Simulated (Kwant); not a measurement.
Model system: In0.53Ga0.47As/InP stack with 3 barriers. One parabolic valley. Leads of mass 0.041 mₑ with the band edge at 0; grid 0.1 nm; bias 0 V, dropping linearly over the stack.

```csv
layer,thickness (nm),band offset (eV),mass (mₑ)
1,2.6,0.25,0.08
2,6.7,0,0.041
3,2.6,0.25,0.08
4,6.7,0,0.041
5,2.6,0.25,0.08
```

Constants are typed, rounded textbook-type inputs, not results; the design itself was drawn at random and stands for no fabricated device.

Kwant, one-band effective-mass tight-binding model in one dimension, coherent, no space charge.

Sweep values stay those of the base run.

The width of the first well was swept, all else fixed.

```
width of the first well (nm)  mean transmission over the sweep  transmission at E = 0.09352 eV  transmission at E = 0.3750 eV  transmission at E = 0.2812 eV
----------------------------  --------------------------------  ------------------------------  -----------------------------  -----------------------------
6.7                                                          ?                               ?                              ?                              ?
8                                                         0.11                          0.0022                          0.033                           0.46
10                                                       0.071                          0.0015                           0.34                           0.37
```

**Question.** Complete the blanks.

**Answer.** 
- 6.7, mean transmission over the sweep: 0.21
- 6.7, transmission at E = 0.09352 eV: 0.0053
- 6.7, transmission at E = 0.3750 eV: 0.058
- 6.7, transmission at E = 0.2812 eV: 0.40
